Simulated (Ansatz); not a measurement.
## hcp Zr (0 0 1) on wurtzite AlN (0 0 1) (film strained to the substrate, started from cuts of the bulks and a machine-learned relaxation; slabs Al6N6 and Zr4, which can lie off the formulas)

A periodic stack without vacuum, hcp Zr (0 0 1) on wurtzite AlN (0 0 1) (film strained to the substrate, started from cuts of the bulks and a machine-learned relaxation; slabs Al6N6 and Zr4, which can lie off the formulas): substrate slab Al6N6, film Zr4, surface cells [[0, 1], [-1, 0]] and [[0, 1], [-1, 0]], film strained by -3.2 and -3.2 %, outermost planes Al/N and Zr/Zr as cut, which need not be the usual terminations and can put a slab off its formula.

The start was prepared with a machine-learned potential, and the result is one local minimum, with the in-plane cell held and forces under 0.04 eV/Å; the film can end far from its bulk form.

Calculation: PBE (plane waves to 420 eV, PAW; Ansatz, a program for electronic structure). Scalar-relativistic, without spin–orbit coupling; the runs are not spin-polarised; PBE gaps are too small against experiment. Its k-point mesh 11×11×1, Fermi–Dirac width 0.05 eV.

| Quantity | Result |
|---|---|
| interface area | 8.5 Å² |
| period | 25.87 Å |
| heights between the nearest atoms of the two slabs at the two interfaces | 1.05 and 2.27 Å |
| Al–Zr contacts across the interfaces within 1.22 times the sum of covalent radii | 6, mean 3.18 Å |
| N–Zr contacts across the interfaces within 1.22 times the sum of covalent radii | 3, mean 2.09 Å |
| estimate of the barrier | withheld, since the two interfaces are unlike |

```xyz
16
Lattice="3.1295 0.0001 0.0825 1.5648 2.7109 0.0302 0.8395 1.0207 25.9010" Properties=species:S:1:pos:R:3 pbc="T T T"
Al     1.9237     0.7585     1.0827
Al     3.4225     1.6721     3.6262
N      1.8732     0.7662     3.0094
N      3.3724     1.6802     5.5424
Al     1.7919     0.7789     6.0990
Al     3.2909     1.6924     8.6452
N      1.7418     0.7863     8.0138
N      3.2409     1.6994    10.5599
Al     1.6604     0.7982    11.1163
Al     3.1586     1.7110    13.6620
N      1.6096     0.8050    13.0318
N      3.1052     1.7167    15.5663
Zr     3.0767     3.5283    16.6047
Zr     4.5677     2.6352    19.3997
Zr     2.9108     3.5510    21.9848
Zr     4.3913     2.6713    24.7483
```
